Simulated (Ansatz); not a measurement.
Several settings converged on Pt (Fm-3m, 1 atom in the cell)

```
CELL_PARAMETERS angstrom
      0.00000     1.95412     1.95412
      1.95412     0.00000     1.95412
      1.95412     1.95412     0.00000
ATOMIC_POSITIONS crystal
  Pt 0.00000 0.00000 0.00000
```

Base method: PBEsol, default PAW files made with PBE (plane waves; Ansatz, a program for electronic structure).

Base settings: basis.ecutwfc = 420 eV; kpoints.mp_grid.grid = 14 14 14; hamiltonian.xc = pbesol; hamiltonian.pseudopotentials = {kind: paw} (the program's default PAW files); scf.occupations.method = gaussian; scf.occupations.width = 0.1 eV.

The count of work is k-points × plane waves × bands × iterations; it is no time. 

**The cutoff for other potential files**

Level: DFT, PBEsol, plane waves, harder PAW files (source: ansatz) made with PBE.

In this ladder: hamiltonian.pseudopotentials = {kind: paw, source: ansatz}.

The second cell is the first with its lattice scaled by 0.98.

The mesh stays at the base's, so the ladder's end is converged at best in this setting alone.

The first pressure column holds Ansatz's estimate of the finite-basis (Pulay) stress, which hides part of the cutoff error; the other is without it.

Only quantities that move along the ladder and can be compared are tabulated.

```tsv
basis.ecutwfc	free energy less the last step's (meV/atom)	energy of the compressed cell less the first (meV/atom)	pressure (GPa)	pressure without the Pulay estimate (GPa)	count of work / last
255 eV	12303.97	102.13	-14.92	-544.49	0.11
315 eV	2805.93	8.04	-4.43	-168.92	0.13
400 eV	228.00	72.84	2.94	-19.06	0.22
485 eV	10.36	66.60	2.10	0.69	0.26
570 eV	1.26	66.73	2.17	2.15	0.36
685 eV	0.95	66.72	2.17	2.15	0.47
855 eV	0.53	66.73	2.17	2.15	0.67
1140 eV	0.00	66.72	2.16	2.16	1.0
```

Coarsest basis.ecutwfc that holds the free energy within 5 meV/atom of the last step, with all finer ones: 570 eV, at 0.36 of the last step's count of work; the step before is off by 10 meV/atom.

Coarsest basis.ecutwfc that holds the pressure without the Pulay estimate within 0.1 GPa of the last step, with all finer ones: 570 eV, at 0.36 of the last step's count of work; the step before is off by 1.5 GPa.

Coarsest basis.ecutwfc that holds the pressure within 0.05 GPa of the last step, with all finer ones: 570 eV, at 0.36 of the last step's count of work; the step before is off by 0.07 GPa.

The energy difference between the two cells stays within 1 meV/atom of the last step's from 485 eV on, the total only from 685 eV on: much of the error is common to both cells and cancels.

At the lowest cutoff the pressure without the Pulay estimate lies 547 GPa under the last step's, the usual sign of Pulay stress in an incomplete plane-wave basis.

**The relaxed cell against the cutoff**

In this ladder: relax = cell and atoms.

The mesh stays at the base's, so the ladder's end is converged at best in this setting alone.

Only quantities that move along the ladder and can be compared are tabulated.

| basis.ecutwfc | relaxed volume (Å³/atom) | relaxation steps |
|---|---|---|
| 210 eV | 17.772 | 69 |
| 295 eV | 15.018 | 9 |
| 355 eV | 15.028 | 6 |
| 420 eV | 15.031 | 5 |
| 505 eV | 15.029 | 5 |
| 630 eV | 15.029 | 5 |
| 840 eV | 15.029 | 5 |

Coarsest basis.ecutwfc that holds the relaxed volume within 0.015 Å³/atom of the last step, with all finer ones: 295 eV; the step before is off by 2.7 Å³/atom.

At the lowest cutoff the cell relaxes to a volume 18 % larger than at the highest. Ansatz relaxes on a stress corrected for the finite basis.

On the base run: the starting cell has typed, rounded lattice constants, without a prior relaxation at this level. Its lattice was rescaled by up to half a per cent. Spin polarisation is off.

Left out of this page: 1 run of the series failed or unconverged.

Keys are those of Ansatz 0.2.
